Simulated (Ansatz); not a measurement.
We consider Be₅Au (F-43m, No. 216), described by PBE0 in Ansatz (PAW).

Settings: plane-wave cutoff 460 eV, 8×8×8 k mesh, Fermi–Dirac smearing 0.05 eV, scalar-relativistic PAW data made under PBE.

Computed at the level's own relaxed cell.

Task: What does this level give for the lattice constant a?

Result: 
* **lattice constant a**: 6.090 Å

The run finds no gap.

Spin–orbit coupling is not included; it can shift volumes and moduli of such heavy elements.

Cost on a shared machine: very roughly 16 core-minutes.

Ansatz is a first-principles code.
